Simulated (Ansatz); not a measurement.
Density of states of NiS (R3m) near the Fermi level, Ansatz (a quantum-chemistry and plane-wave program) with PBEsol, rigid bands.

```csv
E − E_F (eV),states/eV/cell
-1.95,21.3
-1.85,12.6
-1.75,18.2
-1.65,15.3
-1.55,11.9
-1.45,6.42
-1.35,3.91
-1.25,4.95
-1.15,5.80
-1.05,6.74
-0.95,6.50
-0.85,4.84
-0.75,3.48
-0.65,2.72
-0.55,2.59
-0.45,2.90
-0.35,2.72
-0.25,2.37
-0.15,2.24
-0.05,2.37
0.05,3.25
0.15,3.17
0.25,3.72
0.35,4.44
0.45,4.85
0.55,5.01
0.65,5.09
0.75,4.18
0.85,4.71
0.95,5.09
1.05,5.70
1.15,5.13
1.25,3.40
1.35,1.64
1.45,0.67
1.55,0.04
1.65,0.00
1.75,0.00
1.85,0.00
```

Problem. How far does the Fermi level move in a rigid band for 0.1 electron a cell added or removed?

Solution. 34 meV and -38 meV.

A metal at this level (no band gap); rigid bands, thermally averaged at 300 K, both spins. Spin-orbit coupling is left out. Geometry: cell and atoms relaxed with PBEsol.

Formula and space group known from diffraction (Crystallography Open Database), not checked to be the room-temperature form: NiS (R3m). Treated as nonmagnetic (a ferromagnetic start lost its moment, other orders weren't tried): NiS (R3m).
